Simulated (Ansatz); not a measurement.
RhGe (space group Pnma, No. 62)

```cif
data_Ge4Rh4
_chemical_formula_sum 'Ge4 Rh4'
_space_group_name_H-M_alt 'P 1'
_space_group_IT_number 1
_cell_length_a 5.65911
_cell_length_b 3.26085
_cell_length_c 6.43307
_cell_angle_alpha 90.000
_cell_angle_beta 90.000
_cell_angle_gamma 90.000
loop_
_space_group_symop_operation_xyz
  'x, y, z'
loop_
_atom_site_label
_atom_site_type_symbol
_atom_site_fract_x
_atom_site_fract_y
_atom_site_fract_z
_atom_site_occupancy
Ge1 Ge 0.80810 0.75000 0.43661 1
Ge2 Ge 0.19190 0.25000 0.56339 1
Ge3 Ge 0.69190 0.25000 0.93661 1
Ge4 Ge 0.30810 0.75000 0.06339 1
Rh1 Rh 0.99474 0.75000 0.79801 1
Rh2 Rh 0.00526 0.25000 0.20199 1
Rh3 Rh 0.50526 0.25000 0.29801 1
Rh4 Rh 0.49474 0.75000 0.70199 1
```

Method: PBEsol, PAW, 420 eV (Ansatz, an electronic-structure program; no SOC), earlier PAW set. Settings: 8×14×7 k-points, 0.05 eV Fermi–Dirac smearing.

```json
{
  "volume_per_atom": "14.84 Å³",
  "density": "9.82 g/cm³",
  "band_gap": "zero",
  "total_energy": "-5296.734 eV/atom (σ→0; compares only within this code and set-up)"
}
```

Whether these cells are dynamically stable was not tested. All final runs are without spin polarisation.
